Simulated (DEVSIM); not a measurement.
System: InP/In0.53Ga0.47As n-p heterojunction, at 300 K.

```
layer (left to right)        material  thickness (μm)  Nd (cm⁻³)  Na (cm⁻³)  τn (s)  τp (s)
---------------------  --------------  --------------  ---------  ---------  ------  ------
1                                 InP           0.120     2.8e17          -  1.2e-9  1.2e-9
2                      In0.53Ga0.47As           0.210          -       1e16  1.2e-9  1.2e-9
```

Left contact: ohmic. Right contact: ohmic. Voltage is applied to the left contact. Recombination: SRH at mid-gap, Auger. Mobility is constant in doping. Where it depends on doping, it is μmin + (μ − μmin)/(1 + (N/Nref)^α).

The device is made up for the run: typed textbook-type constants, with dimensions and the other settings drawn at random. Values at 300 K; Nc and Nv go as T^1.5, mobilities as T to minus their exponent, the gap by Varshni's rule with the affinity fixed. The table also holds parameters that only a changed run uses.

| parameter | InP | In0.53Ga0.47As |
|---|---|---|
| gap (eV) | 1.344 | 0.74 |
| affinity (eV) | 4.38 | 4.51 |
| permittivity | 12.5 | 13.9 |
| Nc (cm⁻³) | 5.7e17 | 2.1e17 |
| Nv (cm⁻³) | 1.1e19 | 7.7e18 |
| μn (cm²/Vs) | 5200 | 12000 |
| μp (cm²/Vs) | 170 | 300 |
| μn,min | 400 | 300 |
| μp,min | 10 | 10 |
| Nref,n | 3e17 | 1.3e17 |
| Nref,p | 4.9e17 | 4.9e17 |
| αn | 0.47 | 0.48 |
| αp | 0.62 | 0.4 |
| T exponent of μn | 2 | 1.6 |
| T exponent of μp | 2 | 1.6 |
| Cn (cm⁶/s) | 9e-31 | 5e-29 |
| Cp (cm⁶/s) | 9e-31 | 5e-29 |
| Varshni α (eV/K) | 0.000363 | 0.00035 |
| Varshni β (K) | 162 | 190 |

DEVSIM, 1D drift-diffusion, Boltzmann statistics, complete ionisation; no tunnelling, impact ionisation, image-force lowering or self-heating. Band offsets follow the typed affinities; no thermionic-emission limit at abrupt steps, no polarisation charge.

Base results: potential step across the device at zero bias (V) 0.680; largest field in the device at zero bias (V/cm) 74000.

Question: What follows from this one change: thickness of layer 2 0.21 → 0.073 μm?

Answer: potential step across the device at zero bias little changed (0.680 V); largest field in the device at zero bias 74000 → 92000 V/cm.

Question: What follows from this one change: temperature 300 → 500 K?

Answer: potential step across the device at zero bias 0.680 → 0.425 V; largest field in the device at zero bias 74000 → 66000 V/cm.
